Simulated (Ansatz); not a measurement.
Take SrHfN$_{2}$ (space group R-3m, No. 166; a = 3.3198 Å, c = 17.5833 Å (hexagonal axes); a cell from a computed database, its experimental status unchecked) as the base. Axes: x lies along a and z along c of the hexagonal cell.

The change: strain tensor (xx, yy, zz, yz, xz, xy) = (−1.90, −0.61, −0.94, +0.87, −0.11, +0.58) %, atoms relaxed at fixed cell.

Levels (all Ansatz, a first-principles code, PAW): PBEsol (420 eV, scalar-relativistic without spin-orbit coupling); r2SCAN (500 eV, no spin-orbit coupling); HSE06 (420 eV, without spin-orbit coupling).

One geometry, relaxed with PBEsol, under each level:

```
level   band gap  pressure
------  --------  --------
PBEsol      zero   6.3 GPa
r2SCAN   0.45 eV  10.3 GPa
HSE06    1.00 eV         –
```

Single points use the geometry relaxed with PBEsol. Their cutoffs differ, which shifts pressures a little. HSE06 was sampled on its mesh, a few special points and the semilocal edge points, so its gap is an upper bound. With Hf present, leaving out spin-orbit coupling can change the band edges. Whether these cells are dynamically stable was not tested. All final runs are without spin polarisation. Gaps under 0.05 eV, about the width of the smearing, are given as zero. A zero or small gap of SrHfN2 can be the functional's error rather than a property of the material.
